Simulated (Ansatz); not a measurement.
## Lattice parameter a of CdO (model structure, started from the WC type, P-6m2, No. 187, 2 atoms in the cell) at several levels of theory

No measured value is used here.

```csv
level (code),value (Å)
PBE (Ansatz),3.255
PBEsol (Ansatz),[?]
PBE-D3(BJ) (Ansatz),3.220
```

**Question.** What belongs in the gaps?

**Answer.** 
- PBEsol (Ansatz, an electronic-structure program), value (Å): 3.196

Ansatz's density-functional and Hartree–Fock values are scalar-relativistic unless marked +SOC, with PAW data made under PBE.

A model structure was made by putting elements into a prototype or built by hand; it is no filed structure, need not be a known phase, and can be a saddle point held by its symmetry.
